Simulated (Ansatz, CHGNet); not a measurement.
## L1₀ (CuAu-type) TiAl, formation enthalpy

Reference value: -0.38 eV/atom (measured, temperature not stated, not corrected to a static lattice; as tabulated in Zope and Mishin (2003), arXiv:cond-mat/0306298).

What do CHGNet-r²SCAN, LDA, PBE, PBE-D4, r²SCAN give, and how far is each from the reference?


```json
[
 {"level (code)": "CHGNet-r²SCAN (CHGNet)", "value (eV/atom)": "-0.508", "difference (eV/atom)": "-0.128"},
 {"level (code)": "LDA (Ansatz)", "value (eV/atom)": "-0.423", "difference (eV/atom)": "-0.043"},
 {"level (code)": "PBE (Ansatz)", "value (eV/atom)": "-0.406", "difference (eV/atom)": "-0.026"},
 {"level (code)": "PBE-D4 (Ansatz)", "value (eV/atom)": "-0.415", "difference (eV/atom)": "-0.035"},
 {"level (code)": "r²SCAN (Ansatz)", "value (eV/atom)": "-0.453", "difference (eV/atom)": "-0.073"}
]
```

Nearest, and too close to rank with a margin of 0.050 eV/atom (twice that across the reference) picked here for doubts on the reference and the settings, and for temperature and zero-point motion: PBE (-0.026 eV/atom), PBE-D4 (-0.035 eV/atom), LDA (-0.043 eV/atom), r²SCAN (-0.073 eV/atom). CHGNet-r²SCAN (-0.128 eV/atom) misses by most. Within 0.1 eV/atom: LDA, PBE, PBE-D4, r²SCAN.

The measured value isn't corrected to a static lattice, so vibrations enter the comparison.  Each level is taken at its own relaxed cell. Ansatz's density-functional and Hartree–Fock values are scalar-relativistic unless marked +SOC, with PAW data made under PBE.

Machine-learned potentials (CHGNet-r²SCAN) are trained on DFT data, which may include these solids.

Differences are worked out from the printed values.

Ansatz is a program for electronic structure.
